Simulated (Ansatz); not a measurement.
Take TiO$_{2}$ in the rutile structure (space group P4_2/mnm, No. 136; a = 4.644 Å, c = 2.964 Å) as the base. Axes: x, y, z lie along a, b, c of the conventional cell.

It is then changed as follows: compressive biaxial strain of 1.19 % in the plane normal to [001], as in epitaxy on a mismatched substrate; the out-of-plane cell vector and the atoms relax.

Method: DFT with PBE, PAW potentials and a 420 eV plane-wave cutoff in Ansatz (a program for electronic structure), no SOC, earlier PAW set.

Base, band edges from the VBM (valence, conduction): A -0.66, 2.56; M -1.03, 1.90; R -0.98, 1.91; X -0.71, 2.51; Z -1.40, 2.91; Γ 0.00, 1.86 eV.

Question: Give the band edges at the high-symmetry points of the new zone, measured from its valence-band maximum.

Answer: 
```csv
point,valence edge (eV),conduction edge (eV)
Γ,0.00,1.85
X,-0.75,2.51
M,-1.06,1.89
Z,-1.42,2.94
R,-1.04,1.89
A,-0.67,2.57
```

The gap is 1.85 eV, direct at Γ.

No phonon test of stability was made. All final runs are without spin polarisation.
